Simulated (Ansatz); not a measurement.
Cu3Sn (Fm-3m, No. 225, 4 atoms in the cell; start mp-838)

The numbers are results of PBEsol (plane waves, PAW; Ansatz, an electronic-structure program), not measurements.

Run with plane-wave cutoff 520 eV, 16×16×16 k mesh, Fermi–Dirac smearing 0.05 eV, no spin polarisation, scalar-relativistic PAW data made under PBE.

Cell (relaxed at this level):

```
CELL_PARAMETERS angstrom
      0.00000     3.02697     3.02697
      3.02697     0.00000     3.02697
      3.02697     3.02697     0.00000
ATOMIC_POSITIONS crystal
  Cu 0.50000 0.50000 0.50000
  Cu 0.75000 0.75000 0.75000
  Cu 0.25000 0.25000 0.25000
  Sn 0.00000 0.00000 0.00000
```

| Property | Result |
|---|---|
| bulk modulus | 130 GPa |

Note: the run has no spin polarisation, so it can have missed a magnetic state; the bulk modulus is −V dP/dV from two relaxed cells at ±2 % in volume; the relaxation could not lower the start's symmetry, so the cell can be a saddle point above a distorted one.

Spin–orbit coupling is not included.

Computed values are for the static lattice.

The result took about 70 core-seconds (a rough figure).

A start named mp-… is a Materials Project structure, which need not be a measured phase.
